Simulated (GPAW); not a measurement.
Band structure of LiBr (Fm-3m, 2 atoms in the cell).

```xyz
2
Lattice="0.0000 2.7600 2.7600 2.7600 0.0000 2.7600 2.7600 2.7600 0.0000" Properties=species:S:1:pos:R:3 pbc="T T T"
Li     0.0000     0.0000     0.0000
Br     2.7600     2.7600     2.7600
```

Computed with PBE, GPAW PAW datasets PBE (gpaw-data 1.0.1) (plane waves; GPAW).

Settings: mode = pw; ecut = 600 eV; xc = PBE; kpts = 10 10 10; mesh shift (steps) = 0 0 0; occupations.name = fermi-dirac; occupations.width = 0.02 eV; nbands = -4; convergence.density = 1e-05 e/electron; convergence.bands = -2; symmetry.symmorphic = false; symmetry.tolerance = 0.0005; maxiter = 100; bandpath_npoints = 40.

The starting cell comes from a database of computed structures (which also holds hypothetical and non-ambient phases and stackings), without a prior relaxation at this level. Its lattice was rescaled by a random factor within 2.5 % of one.

Task: Predict the gap along the standard path and the places of the band edges.

Result: The gap along the path is 4.89 eV, direct at Γ to within 0.01 eV.

Levels in eV from the top of the valence band on the SCF mesh, bands 1 to 8:
```
point       1      2      3      4     5      6      7      8
-----  ------  -----  -----  -----  ----  -----  -----  -----
Γ      -13.39   0.00   0.00   0.00  4.89  10.53  10.53  10.53
X      -12.75  -2.83  -1.12  -1.12  6.21   7.15  11.53  12.38
W      -12.75  -2.10  -2.10  -1.12  7.96   8.55   9.43   9.43
K      -12.77  -2.45  -1.82  -0.84  6.63   8.71  10.26  10.52
L      -12.93  -2.84  -0.26  -0.26  5.62   8.10   8.10  11.63
U      -12.77  -2.45  -1.82  -0.84  6.63   8.71  10.26  10.52
```
